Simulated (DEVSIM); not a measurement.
System: Ni/SiO2/n-GaSb capacitor, at 300 K.

```
layer (left to right)  material  thickness (nm)  Nd (cm⁻³)
---------------------  --------  --------------  ---------
1                          SiO2            19.0          -
2                          GaSb            6500     8.5e15
```

Metal gate on the left, work function 5.1 eV. Fixed charge at the semiconductor interface -1e11 cm⁻² (in units of +e); interface traps 1.6e10 cm⁻² eV⁻¹, uniform in energy, neutral level at 0.5 of the gap above the valence band.

The device is made up for the run: typed textbook-type constants, with dimensions and the other settings drawn at random. Values at 300 K; Nc and Nv go as T^1.5, mobilities as T to minus their exponent, the gap by Varshni's rule with the affinity fixed.

```csv
parameter,SiO2,GaSb
gap (eV),9,0.726
affinity (eV),0.9,4.06
permittivity,3.9,15.7
Nc (cm⁻³),-,2.1e17
Nv (cm⁻³),-,1.8e19
Varshni α (eV/K),-,0.00042
Varshni β (K),-,140
```

Model (solved in DEVSIM): 1D Poisson equation in equilibrium, Boltzmann statistics, complete ionisation; no quantum confinement or tunnelling. Metal contacts follow the ideal Schottky-Mott rule: no Fermi-level pinning, no interface dipoles.

The temperature was swept, all else fixed.

| temperature (K) | minimum of the low-frequency capacitance (μF/cm²) | threshold voltage (band bending 2φF) (V) | flat-band voltage (V) |
|---|---|---|---|
| 250 | 0.0399 | 0.30 | 1.07 |
| 300 | 0.0439 | 0.37 | 1.05 |
| 350 | 0.0498 | 0.45 | 1.03 |
| 400 | ___ | ___ | 1.01 |
| 450 | 0.0702 | 0.63 | 0.98 |
| 500 | 0.0867 | 0.72 | 0.96 |

Question: Some entries are withheld; supply them.

Answer: 
- 400, minimum of the low-frequency capacitance (μF/cm²): 0.0589
- 400, threshold voltage (band bending 2φF) (V): 0.54
